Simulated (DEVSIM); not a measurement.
Device: abrupt GaAs p-n junction, at 300 K.

```
layer (left to right)  material  thickness (μm)  Nd (cm⁻³)  Na (cm⁻³)  τn (s)  τp (s)
---------------------  --------  --------------  ---------  ---------  ------  ------
1                          GaAs           0.310          -     1.7e17    1e-9    1e-9
2                          GaAs            15.0     9.2e14          -    1e-9    1e-9
```

Left contact: ohmic. Right contact: ohmic. Voltage is applied to the left contact. Recombination: SRH at mid-gap, radiative. Mobility is constant in doping.

Constants are typed, rounded textbook-type inputs, not results; the design itself was drawn at random and stands for no fabricated device. Values at 300 K.

```csv
parameter,GaAs
gap (eV),1.424
affinity (eV),4.07
permittivity,12.9
Nc (cm⁻³),4.7e17
Nv (cm⁻³),9e18
μn (cm²/Vs),8500
μp (cm²/Vs),400
B (cm³/s),2e-10
```

Model (solved in DEVSIM): 1D drift-diffusion, Boltzmann statistics, complete ionisation; no tunnelling, impact ionisation, image-force lowering or self-heating.

Give the dark forward current.


(V (V), J (A/cm²)): (0.05, 2.5e-9); (0.10, 8.6e-9); (0.20, 6.9e-8); (0.25, 1.9e-7); (0.30, 5.2e-7); (0.40, 3.9e-6); (0.45, 1.1e-5); (0.55, 8.4e-5); (0.60, 0.00024); (0.65, 0.00068); (0.75, 0.0062); (0.80, 0.021); (0.85, 0.076); (0.95, 1.4); (1.00, 5.9); (1.10, 41); (1.15, 73); (1.20, 110); (1.30, 200); (1.35, 260); (1.40, 310); (1.50, 430); (1.55, 490); (1.65, 630); (1.70, 700); (1.75, 770); (1.85, 940); (1.90, 1000)
